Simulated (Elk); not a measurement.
Band structure of ErN (Fm-3m, 2 atoms in the cell).

```
CELL_PARAMETERS angstrom
      0.00000     2.40880     2.40880
      2.40880     0.00000     2.40880
      2.40880     2.40880     0.00000
ATOMIC_POSITIONS crystal
  Er 0.00000 0.00000 0.00000
  N  0.50000 0.50000 0.50000
```
Moments meant for the start (each program seeds them in its own way; μB, in the order of the atoms Er N): 3.0 0.0.

Method of the run: PBEsol, all-electron FP-LAPW, Elk's shipped species files, APW+lo basis with extra local orbitals in Elk.

Settings: xctype = 22; spinpol = true; rgkmax = 8; swidth = 0.00367493 Ha; ngridk = 6 6 6; reducebf = 0.5; gmaxvr = 14 1/bohr; nxlo = 2; lorbcnd = true; rmtscf = 0.93; lmaxi = 2; nempty = 10 per atom; maxscl = 100; bfcmt = [[0.0, 0.0, -3.0], [0.0, 0.0, 0.0]].

The starting cell comes from a database of computed structures (which also holds hypothetical and non-ambient phases and stackings), without a prior relaxation at this level. Spin-orbit coupling is off. With one magnetic atom in the cell only a parallel order is possible. With U or open f shells several self-consistent states can exist. The f electrons are in the valence without U or exact exchange, which can misplace them near the Fermi level. Spin-orbit terms, which matter for f shells, are left out. Values depend on the basis (sphere radii, cutoffs, local orbitals), which need not be converged.

Levels in eV from the Fermi level, bands 9 to 16 of the first spin channel:
```tsv
point	9	10	11	12	13	14	15	16
Γ	-0.26	-0.03	-0.01	0.02	1.26	1.28	1.28	3.66
X	-0.20	-0.11	-0.09	-0.07	0.00	0.30	0.80	0.84
W	-0.19	-0.16	-0.11	-0.08	0.00	0.00	0.14	4.64
K	-0.18	-0.16	-0.13	-0.07	-0.03	0.01	0.26	2.96
L	-0.22	-0.21	-0.20	-0.04	0.01	0.02	0.03	6.28
U	-0.20	-0.16	-0.11	-0.08	-0.04	0.00	0.28	2.96
```

Bands cross the Fermi level along this path, so the cell is metallic at this level.

The net moment of the cell came out as 2.95 μB.
